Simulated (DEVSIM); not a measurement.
System: illuminated Si p-on-n cell, one wavelength, with a back-surface field, at 400 K.

Layer 1 from the left is Si, thickness (μm) 0.0580, Na (cm⁻³) 1e18, τn (s) 1.6e-6, τp (s) 2.8e-7, absorption coefficient (cm⁻¹) 45000. Layer 2 from the left is Si, thickness (μm) 110, Nd (cm⁻³) 1.5e16, τn (s) 3.2e-6, τp (s) 3.2e-6, absorption coefficient (cm⁻¹) 45000. Layer 3 from the left is Si, thickness (μm) 0.520, Nd (cm⁻³) 1.7e18, τn (s) 3.2e-6, τp (s) 3.2e-6, absorption coefficient (cm⁻¹) 45000.

Left contact: ohmic, minority electron recombination velocity 2e6 cm/s. Right contact: ohmic, minority hole recombination velocity 4e5 cm/s. Voltage is applied to the left contact. Recombination: SRH at mid-gap, radiative, Auger. Light enters at the left, 2.9e16 photons cm⁻² s⁻¹, one pass, no reflection. Mobility is μmin + (μ − μmin)/(1 + (N/Nref)^α).

Constants are typed, rounded textbook-type inputs, not results; the design itself was drawn at random and stands for no fabricated device. Values at 300 K; Nc and Nv go as T^1.5, mobilities as T to minus their exponent, the gap by Varshni's rule with the affinity fixed.

Si: gap (eV) 1.124, affinity (eV) 4.05, permittivity 11.7, Nc (cm⁻³) 2.86e19, Nv (cm⁻³) 3.1e19, μn (cm²/Vs) 1417, μp (cm²/Vs) 470, μn,min 52, μp,min 45, Nref,n 9.7e16, Nref,p 2.2e17, αn 0.68, αp 0.72, T exponent of μn 2.3, T exponent of μp 2.2, B (cm³/s) 4.7e-15, Cn (cm⁶/s) 2.8e-31, Cp (cm⁶/s) 9.9e-32, Varshni α (eV/K) 0.000473, Varshni β (K) 636.

DEVSIM, 1D drift-diffusion, Boltzmann statistics, complete ionisation; no tunnelling, impact ionisation, image-force lowering or self-heating.

Dark forward current:

```csv
|V| (V),|J| (A/cm²)
0.05,1.421e-5
0.10,7.338e-5
0.15,0.0003228
0.20,0.001380
0.25,0.005865
0.30,0.02485
0.35,0.1040
0.40,0.4142
0.45,1.428
0.50,3.815
0.55,7.967
0.60,14.21
0.65,23.27
0.70,36.14
0.75,53.84
0.80,77.19
0.85,106.8
0.90,143.0
0.95,186.3
1.00,236.8
1.05,294.7
1.10,360.2
1.15,433.4
1.20,514.3
1.25,603.0
1.30,699.6
```

Work out the local ideality factor n = ΔV / (kT/q · ln(J2/J1)) between the rows 0.15 and 0.20 V, 1.25 and 1.30 V.

kT/q = 34.47 mV. From 0.15 to 0.20 V: ln(0.001380/0.0003228) = 1.453, n = 1.00, near the 1 of diffusion or emission over a barrier. From 1.25 to 1.30 V: ln(699.6/603.0) = 0.149, n = 9.76.

What current could the absorbed light give at most, and what share is collected?

Σ αd = 498, so qΦ(1 − exp(−Σ αd)) = 4.65 mA/cm². The simulated short-circuit current is 4.301 mA/cm², a share of 0.93.

Estimate the open-circuit voltage by superposition: the voltage at which the dark current equals that short-circuit current.

Interpolating ln J in the table gives 0.239 V. The simulation gives 0.239 V, the same within the digits that matter. Superposition holds where collection doesn't change with voltage.
